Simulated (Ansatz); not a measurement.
## A computed series for CdS: element substitutions

Start from CdS in the zinc blende structure (space group F-43m, No. 216; a = 5.927 Å).

Each row replaces one element on all its sites; cell and atoms are relaxed.

Level of theory: Ansatz (a quantum-chemistry and plane-wave program), PBE, PAW, cutoff 420 eV, no spin-orbit coupling.

| variant | volume per atom | band gap |
|---|---|---|
| base | 26.02 Å³ | 1.04 eV |
| S → Si | 27.28 Å³ | zero |
| S → Se | 29.73 Å³ | 0.50 eV |
| Cd → Zn | 20.16 Å³ | 2.01 eV |

Whether these cells are dynamically stable was not tested. As relaxed here, CdSi is a hypothetical phase, not in the database extracts checked. The final runs are not spin-polarised.
